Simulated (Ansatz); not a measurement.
Results of PBE (Ansatz, a quantum-chemistry and plane-wave program, PAW) for WGa2 (model structure, started from the RuAl2 type, Fddd, No. 70, 6 atoms in the cell).

Numerical settings: plane-wave cutoff 520 eV, 14×14×14 k mesh, Fermi–Dirac smearing 0.05 eV, no spin polarisation, scalar-relativistic PAW data made under PBE.

Cell (relaxed at this level):

```yaml
crystal:
  lattice:
    - [0.00000, 4.20673, 4.40707]
    - [2.50723, 0.00000, 4.40707]
    - [2.50723, 4.20673, 0.00000]
  atoms:
    - { symbol: Ga, position: [0.08347, 0.41653, 0.08347] }
    - { symbol: Ga, position: [0.41653, 0.08347, 0.41653] }
    - { symbol: Ga, position: [0.16653, 0.83347, 0.16653] }
    - { symbol: Ga, position: [0.83347, 0.16653, 0.83347] }
    - { symbol: W, position: [0.75000, 0.75000, 0.75000] }
    - { symbol: W, position: [0.50000, 0.50000, 0.50000] }
```

**Question.** What does this level give for the bulk modulus?

**Answer.** 
bulk modulus: 158 GPa

Note: the run has no spin polarisation, so it can have missed a magnetic state; the bulk modulus is −V dP/dV from two relaxed cells at ±2 % in volume; the relaxation could raise the start's symmetry but not lower it, so the cell can be a saddle point.

Spin–orbit coupling is not included.

Computed values are for the static lattice.

A model structure was made by putting elements into a prototype or built by hand; it is no filed structure, need not be a known phase, and can be a saddle point held by its symmetry.
